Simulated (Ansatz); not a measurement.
**Ag under a change: uniaxial strain ε_zz = +1.00 %**

Base system: Ag in the fcc (Cu type) structure (space group Fm-3m, No. 225; a = 4.104 Å; relaxed with 0.1 eV smearing). Axes: x, y, z lie along the cube axes.

Now apply this change: uniaxial strain ε_zz = +1.00 %, all other strain components held at zero; the atoms relax in the strained cell.

Calculations: plane-wave PAW DFT at the r2SCAN level (Ansatz, a program for electronic structure, 500 eV), no SOC. Γ-centred 28×28×28 mesh, Fermi–Dirac width 0.1 eV.

| quantity | base | changed | shift |
|---|---|---|---|
| volume per atom | 17.28 Å³ | 17.46 Å³ | +0.173 Å³ |
| shortest interatomic distance | 2.902 Å | 2.902 Å | 0.000 Å |
| energy relative to the base (free energy F) | 0 meV/atom | +0.7 meV/atom | +0.7 meV/atom |
| band gap | zero | zero | – |
| stress (xx, yy, zz, yz, xz, xy; compression positive) | – | (-0.9, -0.9, -1.2, 0.0, 0.0, 0.0) GPa | – |

Stability against distortions was not tested.
